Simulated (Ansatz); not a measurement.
V3Si with two functionals, pressure 45 GPa

The parent structure is V$_{3}$Si in the A15 (Cr3Si type) structure (space group Pm-3n, No. 223; a = 4.701 Å).

(Cell as relaxed with PBE.)

Levels (all Ansatz, a first-principles code, PAW, earlier PAW set): PBE (420 eV, no spin-orbit coupling); PBEsol (420 eV, no spin-orbit coupling).

Each level relaxes its own structure.

| base | PBE | PBEsol |
|---|---|---|
| volume per atom | 12.99 Å³ | 12.57 Å³ |
| lattice parameter a | 4.701 Å | 4.650 Å |
| band gap | zero | zero |

Modification: a hydrostatic pressure of 45 GPa.

```json
[
 {"quantity": "shortest interatomic distance", "PBE": "2.223 Å", "PBEsol": "2.205 Å"},
 {"quantity": "band gap", "PBE": "zero", "PBEsol": "zero"}
]
```

PBE's shortest interatomic distance lies 0.018 Å above PBEsol's (0.8 %); the two agree on the band gap. Neither level is exact; PBEsol is the comparison here, not a measurement.

Load acts through the strain it causes; cell and atoms are relaxed under it. Stability against distortions was not tested. No other phases were tried under pressure. Seeded moments were not kept for the base. All final runs are without spin polarisation.
